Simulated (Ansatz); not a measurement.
## BaTiO3, pressure series

The reference is BaTiO$_{3}$ (space group P4mm, No. 99; a = 3.985 Å, c = 4.204 Å).

Cell and atoms are relaxed at each pressure.

Level of theory: PBE in Ansatz (plane waves to 420 eV, PAW, scalar-relativistic without spin-orbit coupling), earlier PAW set.

| case | band gap | width of the top valence band | smallest direct gap | density |
|---|---|---|---|---|
| base | 1.85 eV | 1.39 eV | 2.39 eV | 5.80 g/cm³ |
| pressure −1 GPa | 1.84 eV | 1.45 eV | 2.43 eV | 5.73 g/cm³ |
| pressure 0.3 GPa | 1.85 eV | 1.38 eV | 2.39 eV | 5.82 g/cm³ |
| pressure 0.7 GPa | 1.85 eV | 1.36 eV | 2.37 eV | 5.84 g/cm³ |
| pressure 1.5 GPa | 1.86 eV | 1.30 eV | 2.35 eV | 5.89 g/cm³ |
| pressure 3 GPa | 1.87 eV | 1.24 eV | 2.31 eV | 5.97 g/cm³ |
| pressure 5 GPa | 1.88 eV | 1.16 eV | 2.26 eV | 6.07 g/cm³ |
| pressure 7.5 GPa | 1.90 eV | 1.08 eV | 2.19 eV | 6.18 g/cm³ |
| pressure 10 GPa | 1.92 eV | 1.02 eV | 2.12 eV | 6.27 g/cm³ |

Load acts through the strain it causes; cell and atoms are relaxed under it. No phonon test of stability was made. No other phases were tried under pressure. All final runs are without spin polarisation.

Ansatz is a program for electronic structure.
